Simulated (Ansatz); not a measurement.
Consider Mg vacancy in rutile-type MgF2, charge state -2. Method: PBE, PAW (plane waves to 420 eV; Ansatz, an electronic-structure program).

Cell of 72 host sites held at the relaxed PBE lattice; the Γ point alone; Fermi-Dirac width 0.01 eV, spin-restricted; finite-size errors left in. Energies are static. The charge state is imposed; whether it is stable for some Fermi level was not computed. Forms of the defect that were not tried may lie lower.

Barriers: single points on a 2×2×2 k-point mesh shifted by half a step at the bands' geometries.

Relaxed starting cell (atoms counted from 1):

```
Mg23F48
1.0
    9.39623     0.00000     0.00000
    0.00000     9.39623     0.00000
    0.00000     0.00000     9.27862
Mg F
23 48
Direct
  0.99955   0.00024   0.32531
  0.99956   0.00024   0.67569
  0.99956   0.50024   0.00051
  0.99956   0.50024   0.33413
  0.99956   0.50024   0.66690
  0.49956   0.00024   0.00052
  0.49956   0.00024   0.33413
  0.49955   0.00024   0.66690
  0.49955   0.50024   0.00051
  0.49955   0.50024   0.33360
  0.49956   0.50023   0.66743
  0.24492   0.24561   0.16458
  0.24932   0.25000   0.50051
  0.24491   0.24559   0.83645
  0.24877   0.75104   0.16739
  0.24761   0.75220   0.50051
  0.24877   0.75103   0.83363
  0.75033   0.24946   0.16740
  0.75151   0.24828   0.50052
  0.75035   0.24944   0.83364
  0.75420   0.75488   0.16459
  0.74980   0.75047   0.50052
  0.75420   0.75488   0.83645
  0.15952   0.16038   0.00052
  0.15359   0.15440   0.33654
  0.15360   0.15439   0.66448
  0.15522   0.64683   0.00051
  0.15710   0.64352   0.33743
  0.15709   0.64353   0.66359
  0.64606   0.15597   0.00052
  0.64274   0.15786   0.33745
  0.64274   0.15786   0.66359
  0.64797   0.64874   0.00051
  0.65133   0.65208   0.33333
  0.65133   0.65208   0.66771
  0.09693   0.40313   0.16868
  0.09559   0.39997   0.50051
  0.09693   0.40313   0.83235
  0.10850   0.89148   0.19198
  0.09781   0.90206   0.50050
  0.10851   0.89148   0.80905
  0.59749   0.40238   0.16803
  0.59667   0.40321   0.50051
  0.59749   0.40237   0.83301
  0.59675   0.90294   0.16867
  0.59991   0.90429   0.50052
  0.59675   0.90294   0.83236
  0.40237   0.09754   0.16867
  0.39919   0.09618   0.50051
  0.40236   0.09753   0.83236
  0.40163   0.59811   0.16803
  0.40245   0.59727   0.50051
  0.40162   0.59810   0.83300
  0.89059   0.10900   0.19198
  0.90130   0.09842   0.50051
  0.89062   0.10900   0.80903
  0.90218   0.59735   0.16867
  0.90353   0.60051   0.50051
  0.90219   0.59735   0.83236
  0.35114   0.35174   0.00051
  0.34779   0.34840   0.33333
  0.34779   0.34840   0.66770
  0.35306   0.84450   0.00051
  0.35638   0.84262   0.33743
  0.35637   0.84263   0.66358
  0.84390   0.35365   0.00052
  0.84202   0.35696   0.33744
  0.84202   0.35696   0.66360
  0.83957   0.84012   0.00052
  0.84551   0.84609   0.33654
  0.84552   0.84608   0.66449
```
Cell charge -2.

End state 1 differs by these moves (Å; atoms that move under 0.08 Å are left out):

```json
[
 {"atom": "1", "element": "Mg", "Δx": "-0.01", "Δy": "-0.01", "Δz": "0.08"},
 {"atom": "2", "element": "Mg", "Δx": "-0.02", "Δy": "-0.02", "Δz": "-0.08"},
 {"atom": "21", "element": "Mg", "Δx": "2.30", "Δy": "2.30", "Δz": "-1.52"},
 {"atom": "23", "element": "Mg", "Δx": "-0.04", "Δy": "-0.04", "Δz": "0.06"},
 {"atom": "24", "element": "F", "Δx": "-0.07", "Δy": "-0.07", "Δz": "-0.01"},
 {"atom": "28", "element": "F", "Δx": "-0.04", "Δy": "0.09", "Δz": "-0.02"},
 {"atom": "29", "element": "F", "Δx": "-0.07", "Δy": "0.10", "Δz": "0.04"},
 {"atom": "31", "element": "F", "Δx": "0.09", "Δy": "-0.04", "Δz": "-0.02"},
 {"atom": "32", "element": "F", "Δx": "0.10", "Δy": "-0.07", "Δz": "0.04"},
 {"atom": "33", "element": "F", "Δx": "-0.07", "Δy": "-0.07", "Δz": "-0.23"},
 {"atom": "34", "element": "F", "Δx": "-0.10", "Δy": "-0.10", "Δz": "0.24"},
 {"atom": "39", "element": "F", "Δx": "-0.05", "Δy": "0.14", "Δz": "-0.23"},
 {"atom": "40", "element": "F", "Δx": "0.08", "Δy": "0.06", "Δz": "0.04"},
 {"atom": "41", "element": "F", "Δx": "-0.02", "Δy": "0.16", "Δz": "0.20"},
 {"atom": "43", "element": "F", "Δx": "-0.04", "Δy": "-0.09", "Δz": "0.04"},
 {"atom": "44", "element": "F", "Δx": "-0.05", "Δy": "-0.08", "Δz": "-0.02"},
 {"atom": "45", "element": "F", "Δx": "-0.07", "Δy": "0.07", "Δz": "-0.01"},
 {"atom": "52", "element": "F", "Δx": "-0.09", "Δy": "-0.04", "Δz": "0.04"},
 {"atom": "53", "element": "F", "Δx": "-0.08", "Δy": "-0.05", "Δz": "-0.02"},
 {"atom": "54", "element": "F", "Δx": "0.14", "Δy": "-0.05", "Δz": "-0.23"},
 {"atom": "55", "element": "F", "Δx": "0.06", "Δy": "0.08", "Δz": "0.04"},
 {"atom": "56", "element": "F", "Δx": "0.16", "Δy": "-0.02", "Δz": "0.20"},
 {"atom": "57", "element": "F", "Δx": "0.07", "Δy": "-0.06", "Δz": "-0.01"},
 {"atom": "64", "element": "F", "Δx": "-0.09", "Δy": "0.05", "Δz": "-0.02"},
 {"atom": "67", "element": "F", "Δx": "0.05", "Δy": "-0.09", "Δz": "-0.02"},
 {"atom": "69", "element": "F", "Δx": "0.18", "Δy": "0.18", "Δz": "-0.23"},
 {"atom": "70", "element": "F", "Δx": "0.12", "Δy": "0.13", "Δz": "0.21"}
]
```

### Question
Estimate the forward and backward barriers to end state 1 that PBE, PAW returns for this input.

### Answer
forward 1.43 eV, backward 1.43 eV; at the saddle point atom 21 has neighbours F at 1.76, 2 F at 1.90 Å. The program found a first-order saddle point.

End state 2 differs by these moves (Å; atoms that move under 0.08 Å are left out):

```tsv
atom	element	Δx	Δy	Δz
1	Mg	0.00	0.00	-2.94
2	Mg	0.00	0.00	-0.16
24	F	-0.06	-0.06	-0.03
25	F	0.06	0.06	-0.03
39	F	0.00	0.00	-0.46
40	F	0.10	-0.10	0.23
41	F	-0.10	0.10	0.23
54	F	0.00	0.00	-0.46
55	F	-0.10	0.10	0.23
56	F	0.10	-0.10	0.23
69	F	0.06	0.06	-0.03
70	F	-0.06	-0.06	-0.03
```

### Question
What forward and backward barriers to end state 2 does PBE, PAW give?

### Answer
forward 1.22 eV, backward 1.22 eV; at the saddle point atom 1 has neighbours 2 F at 1.80, F at 1.94, F at 2.18 Å. The program found a first-order saddle point.
